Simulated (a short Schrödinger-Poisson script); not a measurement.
**Symmetric double-gate stack, Al2O3 on p-type Ge(111)**

Structure: symmetric double-gate stack, Al2O3 on p-type Ge(111), at 77 K.

| layer | material | thickness (nm) | Na (cm⁻³) |
|---|---|---|---|
| 1 | Al2O3 | 4.7 | - |
| 2 | Ge | 14 | 3e15 |
| 3 | Al2O3 | 4.7 | - |

Constants are typed, rounded textbook-type inputs, not results; the design itself was drawn at random and stands for no fabricated device. Al2O3: permittivity 9, conduction-band edge (eV) 2.65, gap (eV) 6.8, electron mass (mₑ) 0.3. Ge: permittivity 16, conduction-band edge (eV) 0, gap (eV) 0.664, Nv at 300 K (cm⁻³) 6e18.

Channel valleys (confinement mass, in-plane density-of-states mass, number): L1 1.59, 0.08, 1; L3 0.09, 0.34, 3. At the gates, both at one voltage, the conduction-band edge of layer 1 lies 2.67 eV − eVg above the Fermi level of the channel. Gaps are held at their typed values at every temperature. Mesh 0.03 nm at interfaces.

Solved with a short Schrödinger-Poisson script written for these runs: 1D Poisson equation in equilibrium, electrons quantum, Hartree (BenDaniel-Duke, 12 states a valley, the channel's in-plane mass for all, wave functions free to enter the dielectric), parabolic valleys, classical holes, full ionisation, no traps, pinning or gate leakage.

```tsv
Vg (V)	electrons (cm⁻²)	C (μF/cm²)	L1 E0 (meV)	L1 E1 (meV)	L3 E0 (meV)	L3 E1 (meV)
0	2.10e10	0.438	22.9	26.4	39.2	91.7
0.1	1.14e12	2.31	-5.9	-5.2	11.9	60.2
0.2	2.65e12	2.50	-18.3	-18.2	5.6	49.7
0.3	4.24e12	2.59	-29.6	-29.6	1.7	42.1
0.4	5.87e12	2.64	-40.5	-40.5	-1.4	35.7
0.5	7.53e12	2.68	-50.9	-50.9	-4.0	30.0
0.6	9.22e12	2.71	-60.9	-60.9	-6.4	24.9
0.7	1.09e13	2.74	-70.6	-70.6	-8.5	20.3
0.8	1.26e13	2.77	-79.9	-79.9	-10.5	16.0
0.9	1.44e13	2.79	-88.8	-88.8	-12.4	12.0
1	1.61e13	2.82	-97.3	-97.3	-14.2	8.5
1.1	1.79e13	2.84	-105.4	-105.4	-15.8	5.2
1.2	1.97e13	2.86	-113.1	-113.1	-17.2	2.2
1.3	2.15e13	2.87	-120.5	-120.5	-18.6	-0.5
1.4	2.33e13	2.89	-127.7	-127.7	-19.9	-3.0
1.5	2.51e13	2.90	-134.6	-134.6	-21.1	-5.4
```

Gate voltages with under 1e6 electrons/cm² are left out.

Subbands count from the Fermi level. The capacitance is that of both gates.

Only the L valleys are kept; under strong confinement the Δ valleys of Ge fill too.
